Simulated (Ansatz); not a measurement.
The starting structures come from a database of crystals and need not be the phases stable at ambient conditions.

The decay constant κ of evanescent states in the gap governs leakage through a thin film.

Data:

```xyz
18
Lattice="8.4033 0.0000 0.0000 4.2016 7.6067 0.0000 0.0000 4.6416 7.0050" Properties=species:S:1:pos:R:3 pbc="T T T"
Cs     1.5176     1.4825     2.2374
Cs    11.0873    10.7658     4.7676
Cs     5.7193     0.8383     1.2651
Cs     6.8856    11.4100     5.7399
Cs     4.2016     4.9637     1.7513
Cs     8.4033     7.2846     5.2538
Cd     4.2016     7.2846     5.2538
Cd     8.4033     4.9637     1.7513
H      0.0000     0.0000     0.0000
H      4.2016     2.3208     3.5025
H      3.1630     7.6320     3.7776
H      9.4419     4.6163     3.2274
H      9.4419     5.3111     0.2751
H      3.1630     6.9372     6.7299
H      5.2403     8.7794     5.5092
H      7.3646     3.4689     1.4958
H      7.3646     6.4586     2.0067
H      5.2403     5.7898     4.9983
```

Space group of this cell: I4/mcm. The cell is taken as given.

Transport runs along the normal of the first two printed cell vectors, the (101) plane of the conventional cell.

The gap is the functional's own. No spin-orbit coupling. Mid-gap values are interpolated on the energy grid.

Problem. State the band gap and the smallest decay constant κ at mid-gap according to r2SCAN (Ansatz, a first-principles code).

Solution. Gap 3.06 eV on a 6×6×6 mesh; κ = 0.343 1/Å, at the zone centre.
